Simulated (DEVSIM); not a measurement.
System: Si n-i-p diode, at 300 K.

```
layer (left to right)  material  thickness (μm)  Nd (cm⁻³)  Na (cm⁻³)  τn (s)  τp (s)
---------------------  --------  --------------  ---------  ---------  ------  ------
1                            Si           0.320     2.5e17          -  5.6e-5  5.6e-5
2                            Si            41.0          -     4.2e12  5.6e-5  5.6e-5
3                            Si            1.10          -     2.4e18  5.6e-5  5.6e-5
```

Left contact: ohmic. Right contact: ohmic. Voltage is applied to the left contact. Recombination: SRH at mid-gap, radiative, Auger. Gap narrowing is on: ΔEg = 6.92 meV × (l + √(l² + 0.5)), l = ln(N/1.3e17 cm⁻³), shared equally by both band edges. Mobility is constant in doping.

The device is made up for the run: typed textbook-type constants, with dimensions and the other settings drawn at random. Values at 300 K.

```tsv
parameter	Si
gap (eV)	1.124
affinity (eV)	4.05
permittivity	11.7
Nc (cm⁻³)	2.86e19
Nv (cm⁻³)	3.1e19
μn (cm²/Vs)	1417
μp (cm²/Vs)	470
B (cm³/s)	4.7e-15
Cn (cm⁶/s)	2.8e-31
Cp (cm⁶/s)	9.9e-32
```

DEVSIM, 1D drift-diffusion, Boltzmann statistics, complete ionisation; no tunnelling, impact ionisation, image-force lowering or self-heating.

Tabulate band edges, carrier densities and field at -0.9 V on the left contact.

Energies count from the Fermi level of the right contact; mesh points crowd at the junctions.

```
x (μm)   Ec (eV)  Ev (eV)  n (cm⁻³)  p (cm⁻³)  field (V/cm)
-------  -------  -------  --------  --------  ------------
0.000      1.022   -0.090    2.5e17       720           ≈ 0
0.04140    1.022   -0.090    2.5e17    1.6e14           ≈ 0
0.1491     1.022   -0.090    2.5e17    5.9e14           ≈ 0
0.2662     1.022   -0.090    2.5e17    1.1e15            35
0.3243     1.058   -0.066    6.4e16    3.2e15         17000
0.3776     1.092   -0.032    1.7e16    1.2e16          1600
0.5317     1.095   -0.029    1.5e16    1.5e16           -57
1.278      1.091   -0.033    1.5e16    1.5e16           -58
3.249      1.079   -0.044    1.6e16    1.6e16           -54
8.820      1.052   -0.072    2.0e16    2.0e16           -45
23.91      0.997   -0.127    2.9e16    2.9e16           -31
37.16      0.961   -0.163    3.7e16    3.7e16           -24
39.89      0.954   -0.169    3.8e16    3.8e16           -23
40.86      0.952   -0.172    3.9e16    3.9e16           -23
41.23      0.952   -0.172    3.9e16    3.9e16            58
41.30      0.972   -0.152    1.8e16    8.7e16         14000
41.34      1.017   -0.066    3.0e15    2.4e18           140
41.41      1.017   -0.066    2.8e15    2.4e18           ≈ 0
41.75      1.017   -0.066    1.9e15    2.4e18           ≈ 0
42.18      1.017   -0.066    6.6e14    2.4e18           ≈ 0
42.35      1.017   -0.066    2.0e14    2.4e18           ≈ 0
42.42      1.017   -0.066       240    2.4e18           ≈ 0
```
